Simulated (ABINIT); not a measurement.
## How far to go with the k-point mesh: SnTe (I4mm, 2 atoms in the cell)

```
SnTe
1.0
    0.00000     3.14420     3.14420
    3.14420     0.00000     3.14420
    3.14420     3.14420     0.00000
Sn Te
1 1
Cartesian
  0.00000   0.00000   0.05000
  3.14420   3.14420   3.14420
```

Method of the run: PBEsol, PAW (JTH v2.0 PBE PAW, files made for PBE) (plane waves; ABINIT 10.0.3).

Base settings: pseudos = [Sn.GGA_PBE-JTH.xml, Te.GGA_PBE-JTH.xml]; ecut = 20 Ha; pawecutdg = 40 Ha; ixc = -116133; occopt = 3; tsmear = 0.01 eV; ngkpt = 3 3 3; nshiftk = 1; shiftk = 0 0 0; potentials = JTH v2.0 PBE PAW.

The second cell is the first with its lattice scaled by 0.98.

Only quantities that move along the ladder and can be compared are tabulated.

These are the values that this program gave, and no reference: the one-centre exchange-correlation terms come from a truncated expansion.

The count of work is k-points × plane waves × bands × iterations; it is no time. Core times come from one kind of shared machine, to one figure; runs under 30 s give none.

The starting cell has typed, rounded lattice constants, without a prior relaxation at this level. Its lattice was rescaled by up to half a per cent. One atom was moved a little off its site on purpose. Spin-orbit coupling is off. The potentials were made for another functional than the one used.

Steps (ngkpt): 2 2 2; 3 3 3; 4 4 4; 5 5 5; 6 6 6; 7 7 7; 8 8 8; 9 9 9; 10 10 10; 11 11 11; 12 12 12; 14 14 14; 18 18 18.

Task: What is the coarsest ngkpt that holds the free energy within 0.5 meV/atom of the last step, with all finer ones?

Result: 10 10 10, at 0.21 of the last step's count of work and about 0.2 of the last step's time; the step before is off by 1.1 meV/atom.

Task: What is the coarsest ngkpt that holds the forces within 0.02 eV/Å of the last step, with all finer ones?

Result: 7 7 7, at 0.083 of the last step's count of work and about 0.2 of the last step's time; the step before is off by 0.030 eV/Å.

Task: What is the coarsest ngkpt that holds the energy of the compressed cell less the first within 0.2 meV/atom of the last step, with all finer ones?

Result: 10 10 10, at 0.21 of the last step's count of work and about 0.2 of the last step's time; the step before is off by 0.33 meV/atom.

| ngkpt | free energy less the last step's (meV/atom) | energy of the compressed cell less the first (meV/atom) | pressure (GPa) | largest difference of a force vector from the last step's (eV/Å) | gap on the mesh (eV) | count of work / last | core time / last (rough) |
|---|---|---|---|---|---|---|---|
| 2 2 2 | 950.26 | 61.78 | 3.33 | 0.485 | 0.222 | 0.0046 | – |
| 3 3 3 | -50.19 | 17.73 | -0.13 | 0.051 | 1.558 | 0.013 | – |
| 4 4 4 | -6.50 | 10.02 | -0.74 | 0.091 | 0.217 | 0.027 | – |
| 5 5 5 | -4.03 | 16.71 | -0.12 | 0.025 | 0.878 | 0.037 | 0.08 |
| 6 6 6 | -1.90 | 18.32 | -0.08 | 0.030 | 0.229 | 0.062 | – |
| 7 7 7 | -3.03 | 17.22 | -0.11 | 0.007 | 0.696 | 0.083 | 0.2 |
| 8 8 8 | 0.23 | 18.84 | -0.01 | 0.014 | 0.231 | 0.12 | 0.1 |
| 9 9 9 | -1.11 | 18.33 | -0.04 | 0.003 | 0.558 | 0.16 | 0.3 |
| 10 10 10 | -0.09 | 18.54 | -0.02 | 0.006 | 0.232 | 0.21 | 0.2 |
| 11 11 11 | -0.30 | 18.62 | -0.01 | 0.002 | 0.465 | 0.26 | 0.6 |
| 12 12 12 | -0.13 | 18.60 | -0.02 | 0.002 | 0.232 | 0.34 | 0.5 |
| 14 14 14 | -0.06 | 18.66 | -0.01 | 0.001 | 0.232 | 0.51 | 0.7 |
| 18 18 18 | 0.00 | 18.66 | -0.01 | 0.000 | 0.222 | 1.0 | 1 |

The energy difference between the two cells stays within 1 meV/atom of the last step's from 8 8 8 on, the total only from 10 10 10 on: much of the error is common to both cells and cancels.

The gap on the mesh jumps up and down from mesh to mesh; it is no smooth measure of convergence.
